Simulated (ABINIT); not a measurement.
Band structure of RuRh (P-6m2, 2 atoms in the cell).

```xyz
2
Lattice="2.7731 0.0000 0.0000 -1.3865 2.4016 0.0000 0.0000 0.0000 4.3994" Properties=species:S:1:pos:R:3 pbc="T T T"
Ru     0.0000     0.0000     2.1997
Rh     1.3865     0.8005     0.0000
```

Method: PBEsol, norm-conserving pseudopotentials (PseudoDojo nc-sr-04 PBEsol standard) (plane waves; ABINIT 10.0.3).

Settings: pseudos = [Ru.upf, Rh.upf]; ecut = 88 Ry; ixc = -116133; occopt = 3; tsmear = 0.136 eV; ngkpt = 9 9 5; nshiftk = 1; shiftk = 0 0 0; potentials = PseudoDojo nc-sr-04 PBEsol standard; kptopt = 1; nstep = 60; tolvrs1 = 1e-10; ndtset = 2.

The starting cell comes from a database of computed structures (which also holds hypothetical and non-ambient phases and stackings), without a prior relaxation at this level. Its lattice was rescaled by a random factor within 2.5 % of one. Spin polarisation is off.

Levels in eV from the Fermi level, bands 13 to 20:
```tsv
point	13	14	15	16	17	18	19	20
Γ	-2.58	-1.98	-1.98	-1.76	-1.76	0.55	0.55	0.89
M	-2.28	-2.08	-1.75	0.30	1.06	1.40	3.04	5.08
K	-3.13	-2.71	-1.36	0.18	0.43	0.64	6.03	6.21
A	-2.96	-2.68	-2.68	-2.63	-0.36	-0.36	0.24	0.24
L	-1.74	-1.04	-0.31	0.17	0.39	1.40	2.54	2.79
H	-3.00	-2.59	-1.51	-1.41	0.29	0.72	6.95	7.56
```

Bands cross the Fermi level along this path, so the cell is metallic at this level.
